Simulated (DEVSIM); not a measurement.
System: illuminated GaAs p-on-n cell, one wavelength, at 300 K.

Layer 1 from the left is GaAs, thickness (μm) 0.110, Na (cm⁻³) 1.5e18, τn (s) 1.4e-10, τp (s) 4.3e-11, absorption coefficient (cm⁻¹) 21000. Layer 2 from the left is GaAs, thickness (μm) 3.10, Nd (cm⁻³) 9.7e15, τn (s) 1e-9, τp (s) 1e-9, absorption coefficient (cm⁻¹) 21000.

Left contact: ohmic, minority electron recombination velocity 100 cm/s. Right contact: ohmic, minority hole recombination velocity 9000 cm/s. Voltage is applied to the left contact. Recombination: SRH at mid-gap, radiative, Auger. Light enters at the left, 1.2e17 photons cm⁻² s⁻¹, one pass, no reflection. Mobility is constant in doping.

This is a model device: material constants are rounded textbook-type values typed into the input, and sizes, dopings and lifetimes were drawn at random. Values at 300 K.

GaAs: gap (eV) 1.424, affinity (eV) 4.07, permittivity 12.9, Nc (cm⁻³) 4.7e17, Nv (cm⁻³) 9e18, μn (cm²/Vs) 8500, μp (cm²/Vs) 400, B (cm³/s) 2e-10, Cn (cm⁶/s) 1e-30, Cp (cm⁶/s) 1e-30.

Simulated with DEVSIM: 1D drift-diffusion, Boltzmann statistics, complete ionisation; no tunnelling, impact ionisation, image-force lowering or self-heating.

### Question
What does the simulation give for the largest field in the device at zero bias, the dark forward voltage at 100 A/cm²?

### Answer
largest field in the device at zero bias 79000 V/cm; dark forward voltage at 100 A/cm² 1.148 V.
